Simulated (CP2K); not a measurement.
A self-consistent single point of BaC2 (I4/mmm, 3 atoms in the cell) with CP2K.

Level of theory: PBEsol, GPW, DZVP-MOLOPT-SR-GTH basis, GTH-PBE potentials (GTH_POTENTIALS) (CP2K).

```yaml
crystal:
  lattice:
    - [4.76217, 0.00000, 0.00000]
    - [0.72689, 4.70636, 0.00000]
    - [-2.74453, -2.35318, 3.09973]
  atoms:
    - { symbol: Ba, position: [0.00000, 0.00000, 0.00000] }
    - { symbol: C, position: [0.58701, 0.58701, 0.00000] }
    - { symbol: C, position: [0.41299, 0.41299, 0.00000] }
```

Reference input (self-consistent single point, DFT PBEsol, GPW, DZVP-MOLOPT-SR-GTH basis, GTH-PBE potentials (GTH_POTENTIALS)): CUTOFF = 500 Ry; REL_CUTOFF = 60 Ry; SMEAR/METHOD = FERMI_DIRAC; ELECTRONIC_TEMPERATURE = 580.23 K; KPOINTS/SCHEME = MONKHORST-PACK 6 6 6; GAMMA_CENTERED = T; XC_FUNCTIONAL = PBE:PBESOL; Ba/BASIS_SET = DZVP-MOLOPT-SR-GTH-q10; Ba/POTENTIAL = GTH-PBE-q10; C/BASIS_SET = DZVP-MOLOPT-SR-GTH-q4; C/POTENTIAL = GTH-PBE-q4; METHOD = GPW. This run's input differs from it in these lines:

```diff
@@ -39,4 +39,3 @@
     &KPOINTS
-      SCHEME MONKHORST-PACK 6 6 6
-      GAMMA_CENTERED T
+      SCHEME MONKHORST-PACK 5 5 5
     &END KPOINTS
```

The program printed (abridged):

```
 SCF WAVEFUNCTION OPTIMIZATION

  Step     Update method      Time    Convergence         Total energy    Change
     1 NoMix/Diag. 0.20E+00      -     1.72731845       -36.6596395290 -3.67E+01
     2 Broy./Diag. 0.20E+00      -     0.03424743       -36.0740884523  5.86E-01
     3 Broy./Diag. 0.20E+00      -     0.05453656       -36.5017537232 -4.28E-01
     4 Broy./Diag. 0.20E+00      -     0.01754508       -36.7540354218 -2.52E-01
     5 Broy./Diag. 0.20E+00      -     0.00769797       -36.7005684641  5.35E-02
     6 Broy./Diag. 0.20E+00      -     0.00055519       -36.7468400216 -4.63E-02
   [... 2 lines left out ...]
     9 Broy./Diag. 0.20E+00      -     0.00005048       -36.7495977261 -4.18E-04
    10 Broy./Diag. 0.20E+00      -     0.00001952       -36.7499644988 -3.67E-04
    11 Broy./Diag. 0.20E+00      -     0.00001153       -36.7499815597 -1.71E-05
    12 Broy./Diag. 0.20E+00      -     0.00000043       -36.7499769201  4.64E-06
  *** SCF run converged in    12 steps ***

  Overlap energy of the core charge distribution:               0.00000456658228
  Self energy of the core charge distribution:                -78.90979210795230
  Core Hamiltonian energy:                                     18.22429135681991
  Hartree energy:                                              30.97593412654220
  Exchange-correlation energy:                                 -7.04041486113979
  Electronic entropic energy:                                  -0.00000000098215
  Fermi energy:                                                 0.16598259916126

  Total energy:                                               -36.74997692012984
  Total energy (extrapolated to T->0):                        -36.74997691963876

   [... lines left out ...]

 STRESS| Analytical stress tensor [bar]
 STRESS|                        x                   y                   z
 STRESS|      x       -2.39019938358E+02   1.24415217058E+04   9.35161687771E-03
 STRESS|      y        1.24415217058E+04  -4.08215562071E+03  -2.80566383675E-02
 STRESS|      z        9.35161687771E-03  -2.80566383675E-02  -1.47495159300E+04
 STRESS| 1/3 Trace                                            -6.35689716303E+03
```

The run converged in 12 iterations. Against the reference run the free energy hardly moves (within 1 meV/atom), the pressure hardly changes (-0.63 to -0.64 GPa), the largest force stays at 0.809 eV/Å and the gap on the mesh goes from 1.477 to 1.585 eV.

The starting cell comes from a database of computed structures (which also holds hypothetical and non-ambient phases and stackings), without a prior relaxation at this level. Its lattice was rescaled by a random factor within 2.5 % of one. Values carry the incompleteness of an atom-centred basis. The potentials were made for another functional than the one used. Another mesh or the band path of this cell gives a smaller gap, so this value is not converged in the mesh.
